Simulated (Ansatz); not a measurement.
Here is the system:

End structure of the (22-41) surface of hexagonal WC in its 1x1 cell (cut with top plane C, bottom plane C), outermost plane spacing 0.35 Å in the ideal cut (one of several cuts of this face), with 1 C a cell over the bulk's ratio:

```xyz
29
Lattice="5.0611 0.0000 0.0000 2.5306 5.8779 0.0000 0.0000 0.0000 26.0000" Properties=species:S:1:pos:R:3 pbc="T T T"
C      4.0436     4.7217     8.2546
W      2.7360     3.2956     8.4735
C      4.0839     1.8281     8.8999
W      2.5965     0.3715     9.1528
C      6.6898     4.8269     9.5581
W      5.0645     3.4971     9.8275
C      1.6795     2.0852    10.1433
W      5.0662     0.7346    10.4886
C      4.2315     5.2311    10.8966
W      2.5361     3.8481    11.2341
C      4.2444     2.4551    11.5876
W      2.5384     1.0857    11.9369
C      6.7633     5.5936    12.2856
W      5.0789     4.2115    12.6639
C      1.7014     2.8313    13.0000
W      5.0789     1.4511    13.3361
C      1.7021     0.0690    13.7145
W      2.5384     4.5769    14.0632
C      4.2444     3.2075    14.4124
W      2.5361     1.8146    14.7659
C      4.2315     0.4316    15.1034
W      5.0661     4.9280    15.5114
C      1.6795     3.5774    15.8568
W      5.0645     2.1655    16.1725
C      1.6287     0.8358    16.4419
W      2.5965     5.2912    16.8472
C      4.0839     3.8345    17.1002
W      2.7360     2.3671    17.5264
C      4.0436     0.9409    17.7453
```

Set-up: 29 atoms, C15W14, 9.9 Å thick at the start (thin: gaps and levels are the slab's own); mesh 8x7x1; 0.1 eV smearing; dipole correction on; all atoms relaxed; held to the start's symmetry, so lower structures may exist; no spin, no spin-orbit, no U.

Task: What work function of the top face does PBE (Ansatz, a first-principles code) give?

Result: 4.59 eV
